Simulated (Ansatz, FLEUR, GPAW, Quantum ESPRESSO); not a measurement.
# YSi₃Ir (I4mm, 5 atoms in the cell) computed with different codes at matched settings

Self-consistent single point, at a second geometry (lattice scaled by 0.98). First geometry:

```
CELL_PARAMETERS angstrom
     -2.13281     2.13281     4.99720
      2.13281    -2.13281     4.99720
      2.13281     2.13281    -4.99720
ATOMIC_POSITIONS crystal
  Y  0.99834 0.99834 0.00000
  Si 0.41432 0.41432 0.00000
  Si 0.26467 0.76467 0.50000
  Si 0.76467 0.26467 0.50000
  Ir 0.65201 0.65201 0.00000
```

Shared settings, as Ansatz (an electronic-structure program) writes them: kpoints.mp_grid.grid = 9 9 9; scf.occupations.method = fermi_dirac; scf.occupations.width = 0.0073 Ry. Potentials and cutoffs stand in the table.

```tsv
code	model	ΔF from the first geometry (meV/atom)	pressure (GPa)	largest force (eV/Å)	cutoff
Quantum ESPRESSO	PBEsol, GBRV 1.5 ultrasoft (PBESOL) pseudopotentials	-43.5	-2.85	0.058	40 Ry
GPAW	PBEsol, GPAW PAW datasets PBEsol (made by gpaw-setup)	-41.4	-2.29	0.070	600 eV
Ansatz	PBEsol, PAW files made with PBE	-43.6	-2.63	0.073	30.9 Ry
FLEUR	PBEsol, all-electron FLAPW (FLEUR), scalar-relativistic valence	-42.2	–	–	Kmax 4 1/bohr
```

Size of the force on each atom (eV/Å): Sizes of forces hide their directions.

| code | Y1 | Si2 | Si3 | Si4 | Ir5 |
|---|---|---|---|---|---|
| Quantum ESPRESSO | 0.036 | 0.056 | 0.039 | 0.039 | 0.058 |
| GPAW | 0.039 | 0.070 | 0.027 | 0.027 | 0.022 |
| Ansatz | 0.035 | 0.073 | 0.051 | 0.051 | 0.065 |

A dash marks a value that a program does not give, or that is left out as unsure.

On Ansatz's run: spin-orbit coupling is off. Spin polarisation is off.

The spread over the programs that give each value: ΔF from the first geometry within 2.2 meV/atom; pressure within 0.56 GPa; largest force within 0.015 eV/Å.

FLEUR treats all electrons, but the usual bases taken here (sphere radii, linearisation, local orbitals, empty states) were not tested for convergence, so the values are no reference for the others. Ansatz's pressure is given at a fixed set of plane waves, as the other plane-wave codes print theirs.

The starting cell comes from a database of computed structures (which also holds hypothetical and non-ambient phases and stackings), without a prior relaxation at this level. Its lattice was rescaled by a random factor within 2.5 % of one. For this run, on top of that: lattice scaled by 0.98.

Keys are those of Ansatz 0.2.
